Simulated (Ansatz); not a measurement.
# Pressure series in SrCrO3

The parent structure is SrCrO$_{3}$ in the cubic perovskite structure (space group Pm-3m, No. 221; a = 3.7887 Å; ferromagnetic; a cell from a computed database, its experimental status unchecked).

Cell and atoms are relaxed at each pressure.

The values are results of Ansatz (a first-principles code) PBEsol, spin-orbit coupling left out, not measurements.

Two rows of this table had their results exchanged by mistake.

| pressure | volume per atom (Å³) | shortest distance (Å) | band gap |
|---|---|---|---|
| pressure −2 GPa | 11.01 | 1.902 | zero |
| pressure −1 GPa | 10.95 | 1.898 | zero |
| pressure 0.3 GPa | 10.85 | 1.893 | zero |
| pressure 0.7 GPa | 10.82 | 1.891 | zero |
| pressure 1.5 GPa | 10.76 | 1.888 | zero |
| pressure 3 GPa | 10.45 | 1.869 | zero |
| pressure 5 GPa | 10.57 | 1.876 | zero |
| pressure 7.5 GPa | 10.67 | 1.882 | zero |
| pressure 10 GPa | 10.34 | 1.862 | zero |

Question: Which two?

Answer: The rows for pressure 3 GPa and pressure 7.5 GPa: the volume has to fall steadily with pressure, so 10.67 Å³ belongs to pressure 3 GPa and 10.45 Å³ to pressure 7.5 GPa.

Load acts through the strain it causes; cell and atoms are relaxed under it. No phonon test of stability was made. Competing high-pressure phases were not computed. No Hubbard U is applied and the magnetic state is the run's own (SrCrO3 ferromagnetic); small cells can't hold the antiferromagnetic order that many such compounds have, so gaps and moments can be off. Many cubic perovskites are stable only at high temperature; tilts and polar distortions were not tested.
